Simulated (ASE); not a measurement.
GaP (zinc blende), cell Ga32P32, started from the crystal, above the temperature where the real material decomposes or loses its volatile element at ambient pressure [in the run: it stayed crystalline; mean temperature 1292 K (target 1300 K)]; MD at a mean temperature of 1292 K and a mean pressure of 0.3 GPa, 3.0 ps sampled (in preparation the cell's shape was held).

Q: Give the first peak of g(P-P); P-Ga-P angle at the level ASE with the machine-learned potential CHGNet 0.3.0.

A: 
* **first peak of g(P-P)**: 3.93 Å, height 4.0
* **P-Ga-P angle**: mean 109°, spread 10°, most frequent near 110°
